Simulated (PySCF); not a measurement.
PySCF 2.14.0, B3LYP/def2-svp, df: Ti(NH)(OH)(NMe2) (C[N](C)[Ti](=[NH])[OH]), 14 atoms. The geometry is a generated start, not checked to be a minimum at this level.

```
Item                           Value
-------------------  ---------------
task                          energy
method                         b3lyp
basis                       def2-svp
two-electron scheme  density fitting
mol.max_memory               3000 MB
mf.max_cycle                     100
mf.init_guess        minao (default)
mf.DIIS              CDIIS (default)
mf.diis_space            8 (default)
mf.conv_tol          1e-09 (default)
mf.grids.level           3 (default)
basis functions                  141
grid points                   169496
```

```xyz
14

Ti     0.2563    -1.5096     0.3268
N      0.1681    -2.2146    -1.2208
H      0.5277    -2.1059    -2.1736
O      1.9041    -0.9020     0.5836
H      2.6156    -1.0658    -0.0547
N     -0.8470     0.0153     0.2697
C     -0.6998     0.8470    -0.9112
C     -0.5396     0.7813     1.4693
H     -1.3095     1.7573    -0.8226
H      0.3644     1.1528    -1.0607
H     -1.0356     0.2741    -1.7822
H      0.4885     1.1895     1.4507
H     -1.2340     1.6313     1.5648
H     -0.6591     0.1494     2.3608
```

Charge 0 and multiplicity 1 are set for this test and not shown to be the ground state.

One run each on 2 threads, 1 BLAS thread. Values of level_shift (Hartree) tried: 0 (default), 0.1, 0.3, 1.

Problem. Predict the course of the Fock builds along this series.

Solution. Fewest Fock builds: 0 (default) with 15. The count rises to 55 at 1. All converge to one solution.

```csv
level_shift (Hartree),Fock builds,end
0 (default),15,same solution
0.1,19,same solution
0.3,28,same solution
1,55,same solution
```
